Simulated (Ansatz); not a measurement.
# Ansatz run on BAs (F-43m, 2 atoms in the cell): self-consistent single point

Method: PBE (plane waves, PAW; Ansatz, an electronic-structure program).

The input file:

Ansatz 0.2 input:
```yaml
# BAs
crystal:
  lattice:
    - [0.000000, 2.390000, 2.390000]
    - [2.390000, 0.000000, 2.390000]
    - [2.390000, 2.390000, 0.000000]
  atoms:
    - { symbol: B, position_ang: [0.000000, 0.000000, 0.000000] }
    - { symbol: As, position_ang: [1.195000, 1.195000, 1.195000] }
kpoints:
  mp_grid:
    grid: [8, 8, 8]
hamiltonian:
  xc: pbe
  pseudopotentials:
    kind: paw
scf:
  occupations:
    method: fermi_dirac
    width: 0.05 eV
output:
  forces: true
  eigenvalues: true
  stress: true
```

Log, with long lists cut:

```
WARN basis.ecutwfc = 420 eV, the default
WARN ansatz: RAYON_NUM_THREADS=1 ignored (pool sized by the plan → 1); use --threads N
Pseudopotentials: kind: paw
Pseudopotential: B, paw, valence charge 3
Pseudopotential: As, paw, valence charge 15
Crystal: 2 atoms, lattice volume = 27.304 Å³
Basis set: ecut = 420 eV, 531 PW (Γ), exchange–correlation on 48×48×48 points (8 copies of the dense FFT grid, shifted against one another)
Bands: 13, of which v1, the nominal top of the filled ones, is band 9 counted from 1 (8 counted from 0)
Symmetry: 24 space group operations
Space group: F-43m (ITA 216), of the structure as read, at distance tolerance 3.0e-5 Å
k-points: 29 of 512 (time reversal used)
Initial density: superposition of atomic densities (neutral atoms: chi_scale 0, normalization atom), corrected by the library's trained network
Initial wavefunctions: pseudopotential atomic-orbital guess
Eigensolver: davidson
Functional: x = pbe(κ = 0.804, μ = 0.2195149727645171), c = pbe(β = 0.06672455060314922)
SCF iter   1: F=—  HF=-5012.098820 eV  |F-HF|=—  |Δ(HF+E_count)|=         —  Δρ=7.90e-4  dr2=9.99e-5  ethr=1.77e-3  ⟨swp⟩=5.5  Hψ=2143  notcnv=0
all-band conjugate gradients solve this SCF's bands
preconditioner: auto → none
SCF iter   2: F=—  HF=-5012.098875 eV  |F-HF|=—  |Δ(HF+E_count)|=   5.41e-5  Δρ=4.41e-4  dr2=3.20e-5  ethr=5.55e-7  ⟨swp⟩=2.8  Hψ=892  notcnv=0
SCF iter   3: F=—  HF=-5012.098898 eV  |F-HF|=—  |Δ(HF+E_count)|=   2.39e-5  Δρ=2.40e-4  dr2=5.29e-6  ethr=1.78e-7  ⟨swp⟩=2.1  Hψ=609  notcnv=0
SCF iter   4: F=—  HF=-5012.098921 eV  |F-HF|=—  |Δ(HF+E_count)|=   2.27e-5  Δρ=5.11e-5  dr2=7.81e-7  ethr=2.94e-8  ⟨swp⟩=2.6  Hψ=638  notcnv=0
iter 5 did not close the SCF: its close was put off for the readings that it lacked (scf_convergence_deferred on its scf_iter line)
SCF iter   5: F=-5012.098921 eV  HF=-5012.098921 eV  |F-HF|=2.45e-8  |Δ(HF+E_count)|=   1.74e-7  Δρ=1.17e-5  dr2=4.79e-8  ethr=4.34e-9  ⟨swp⟩=2.0  Hψ=638  notcnv=0
SCF iter   6: F=-5012.098921 eV  HF=-5012.098921 eV  |F-HF|=6.93e-9  |Δ(HF+E_count)|=   1.79e-9  Δρ=4.44e-6  dr2=5.09e-9  ethr=2.66e-10  ⟨swp⟩=2.2  Hψ=1146  notcnv=0
SCF 1 converged in 6 iterations: F = -5012.098921 eV  dr2 = 5.09e-9
SCF converged after 6 iterations
Free energy (F): -5012.098921 eV
Harris-Foulkes:  -5012.098921 eV  (|F-HF|=6.93e-9)
Internal energy: -5012.098921 eV  (E = F + TS)
E sigma→0 (E₀):  -5012.098921 eV
Entropy (-TS):   -0.000000 eV (-0.000 meV/atom)
Fermi energy:    11.678637 eV
--- Per-component energies (eV) ---
  E_band       = -210.723477
  E_kinetic    = 152.011142
  E_local      = -1695.593382  (includes V_loc(G=0)·N_el)
  E_nonlocal   = -657.801133
  E_hartree    = 940.675639
  E_xc         = -111.401440
  E_vxc        = -117.623765  (∫ρ·V_xc dr)
  E_paw        = -1915.297879  (= ΣΔE_a)
  E_vpaw       = 226.935528  (= ΣTr[D̂ρ^β])
  E_aug_tail   = 0.000007  (compensation charges beyond the density's cutoff)
  E_ewald      = -1724.691875
  E_smearing   = -0.000000  (= −TS)
  E_closure    = 0.000000  (closes the sum)
  Σ components = -5012.098921   (vs F -5012.098921, Δ=0.00e0)
--- Forces (eV/Å), atoms counted from 1 ---
  atom   1  B      0.00000000    -0.00000000     0.00000000
  atom   2  As     0.00000000    -0.00000000    -0.00000000
  max |Σ_I F_I| component: 5.93e-16 eV/Å
--- Stress (GPa, compression-positive) ---
        2.501520      -0.000000      -0.000000
        0.000000       2.501520       0.000000
       -0.000000       0.000000       2.501520
  P = ⅓ Tr σ = 2.5015 GPa (25.015 kbar)
  The stress holds the Pulay correction. Without it, at fixed plane waves, as pw.x and ABINIT print it: P = 2.4005 GPa
--- Band table (eV; the first three rows and the last of 29) ---
  k-point 0: bands = ["-24.7118", "-24.7118", "-24.7118", "-24.6896", "-24.6896", "-4.2899", "11.0966", "11.0966", "11.0966", "14.3749", "14.3749", "14.3749", "15.7463"]
  k-point 1: bands = ["-24.7113", "-24.7106", "-24.7106", "-24.6895", "-24.6895", "-4.0342", "9.1345", "10.6599", "10.6599", "14.4842", "14.9510", "14.9510", "17.0326"]
  k-point 2: bands = ["-24.7102", "-24.7082", "-24.7082", "-24.6890", "-24.6890", "-3.2900", "6.1680", "9.9511", "9.9511", "14.1513", "15.7519", "15.7519", "18.9876"]
  k-point 28: bands = ["-24.7084", "-24.7046", "-24.6963", "-24.6923", "-24.6865", "0.0404", "3.0530", "5.6271", "5.9212", "16.3620", "17.0279", "17.9086", "18.1322"]
```

The run converged in 6 iterations.

The starting cell has typed, rounded lattice constants, without a prior relaxation at this level. Ansatz's pressure includes its estimate of the finite-basis (Pulay) stress.
